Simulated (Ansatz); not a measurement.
Band structure of YMnO₃ (R-3, 10 atoms in the cell).

```
CELL_PARAMETERS angstrom
      2.65110     1.53061     4.89244
     -2.65110     1.53061     4.89244
      0.00000    -3.06122     4.89244
ATOMIC_POSITIONS crystal
  Y  0.35537 0.35537 0.35537
  Y  0.64463 0.64463 0.64463
  O  0.22174 0.56249 0.95095
  O  0.95095 0.22174 0.56249
  O  0.56249 0.95095 0.22174
  O  0.77826 0.43751 0.04905
  O  0.04905 0.77826 0.43751
  O  0.43751 0.04905 0.77826
  Mn 0.14640 0.14640 0.14640
  Mn 0.85360 0.85360 0.85360
```
Moments meant for the start (each program seeds them in its own way; μB, in the order of the atoms Y Y O O O O O O Mn Mn): 0.0 0.0 0.0 0.0 0.0 0.0 0.0 0.0 4.0 4.0.

Level of theory: PBE (plane waves, PAW; Ansatz, a program for electronic structure).

Settings: kpoints.mp_grid.grid = 5 5 5; hamiltonian.xc = pbe; hamiltonian.pseudopotentials = {kind: paw} (the program's default PAW files); magnetization.spin_polarized = true; scf.occupations.method = fermi_dirac; scf.occupations.width = 0.0073 Ry; kpoints.band_path.path = [[0.0, 0.0, 0.0], [0.5, 0.0, 0.0], [0.5, 0.23191779, -0.23191779]]; kpoints.band_path.npoints = 6.

The starting cell was generated: these elements placed on a structure prototype, without a prior relaxation; it need not be a known phase or ordering of this composition. The magnetic order is the one reached from the typed start; others were not searched systematically.

Levels in eV from the Fermi level, bands 45 to 52 of the first spin channel:
```
point     45     46     47     48    49    50    51    52
-----  -----  -----  -----  -----  ----  ----  ----  ----
Γ      -1.76  -1.70  -0.10  -0.10  0.00  0.00  3.37  3.96
L      -1.67  -1.49  -0.16  -0.13  0.26  0.42  3.24  3.53
B1     -1.61  -1.45  -0.34  -0.11  0.06  0.31  3.21  3.31
```

No band crosses the Fermi level by more than 0.03 eV along this path.

The net moment of the cell came out as 8.00 μB.

Keys are those of Ansatz 0.2.
